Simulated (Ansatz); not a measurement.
# A constructed model of the (000-1) surface of wurtzite CdSe (in the relaxation 2 O–Se bonds formed; 1 Cd–O, 2 Cd–Se bonds broke), Se-terminated, 2x2 O adatom at T4 (bottom of the slab: 2 H on 4 bottom sites)

The numbers are results of PBE (plane waves to 420 eV, PAW; Ansatz, a first-principles code), not measurements.

Model: 35-atom slab, 14.7 Å thick at the start with caps and adatoms, 3x3x1 mesh, Fermi-Dirac 0.025 eV, dipole correction, 8 atoms held, the rest relaxed; start symmetry kept, larger cells not searched; no spin, no spin-orbit, no U. It is one candidate, not shown to be the stable structure of the face.

| Quantity | Value |
|---|---|
| gap of the slab on its k-mesh | 0.67 eV |
| highest filled level below the top vacuum level | 6.00 eV |
| energy released by relaxation | 3.91 eV |
| cost | about 2.8 core-hours (a rough figure) |
